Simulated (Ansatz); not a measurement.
Consider a 16-atom cell of Ti(N,C) started in the rock salt structure, site fractions N 0.500, C 0.500, short-range order -0.17 among the nearest mixed sites of the first mixed sublattice (0 is random, a negative value favours unlike neighbours), space group Imma at the end, an ordered arrangement that its symmetry holds. Its start:

```xyz
16
Lattice="0.0001 4.2923 4.2926 4.2923 0.0001 4.2926 4.2924 4.2924 0.0000" Properties=species:S:1:pos:R:3 pbc="T T T"
Ti     0.0000     0.0000     0.0002
Ti     2.1462     2.1462    -0.0002
Ti     2.1401    -0.0060     2.1463
Ti     4.2854     2.1393     2.1463
Ti     0.0071     2.1532     2.1463
Ti     2.1523     4.2984     2.1463
Ti     2.1462     2.1462     4.2928
Ti     4.2924     4.2924     4.2924
N      2.1462     2.1462     2.1463
C      4.2924     4.2924     2.1463
C      4.2924     2.1463     4.2926
N      6.4386     4.2925     4.2926
N      2.1463     4.2924     4.2926
C      4.2925     6.4386     4.2926
N      4.2924     4.2924     6.4389
C      6.4386     6.4386     6.4389
```

These are PBE (plane waves to 420 eV, PAW; Ansatz, an electronic-structure program) values and carry that method's errors. Spin–orbit coupling is left out; the runs are not spin-polarised. Its k-point mesh 5×5×5, Fermi–Dirac width 0.05 eV.

Q: Predict the alloy's volume and bond lengths.

A: 
| Property | Value |
|---|---|
| volume per atom | 9.86 Å³ |
| C–Ti bonds (within 1.22 times the sum of covalent radii) | 2.141 Å on average, from 2.131 to 2.145 (24) |
| N–Ti bonds (within 1.22 times the sum of covalent radii) | 2.148 Å on average, from 2.143 to 2.158 (24) |
